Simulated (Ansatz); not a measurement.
In a free triangular strip chain of Ge atoms, spin-degenerate bands cross the Fermi level 4 times between Γ and the zone edge.

Computed with PBE (plane waves to 420 eV, PAW; Ansatz, an electronic-structure program). Mesh 1×1×122. No spin polarisation, so a magnetic state wasn't tested. Periodic along z alone, with about 11 Å of vacuum beside it. A hypothetical model. Symmetry and one short period hold its shape; lower forms weren't sought. Pairing along the axis, which can open a gap, is among the distortions not tried. Values not marked SOC lack spin–orbit coupling.

Task: What are the conductance and the two-terminal resistance of a perfect, endless piece?

Result: Each crossing on the half of the zone with k > 0 has a partner at −k, so it gives one mode in each direction. Counting spin there are 8 modes, each carrying e²/h = 38.74 μS. G = 8 × 38.74 = 309.9 μS and R = 1/G = 3.23 kΩ, whatever the length. Scattering by phonons, roughness and contacts can only raise R.
